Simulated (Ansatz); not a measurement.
# CuI, response to strain

Start from CuI in the zinc blende structure (space group F-43m, No. 216; a = 6.023 Å). Axes: x, y, z lie along the cube axes.

Strains are applied to the cell and any free atomic positions relax; under biaxial strain the out-of-plane vector relaxes too.

Level of theory: r2SCAN (Ansatz, a quantum-chemistry and plane-wave program; PAW; 500 eV plane waves; without spin-orbit coupling).

Notes on the quantities. energy relative to the base: free energy F.

```tsv
biaxial strain, plane normal [111], relaxed out of plane (%)	energy relative to the base (meV/atom)
0	0.0
0.42	0.2
0.83	?
1.25	2.1
1.67	3.7
2.08	5.8
```

Problem. Fit ΔE = Aε² + Bε³ (ε in %) to the rows shown and predict the withheld row.

Solution. Least squares on the printed values gives A = 1.31 and B = 0.014 meV/atom (largest residual 0.0 meV/atom); this predicts 0.9 meV/atom, and the run gives 0.9 meV/atom, in agreement.

Whether these cells are dynamically stable was not tested. The final runs are not spin-polarised.
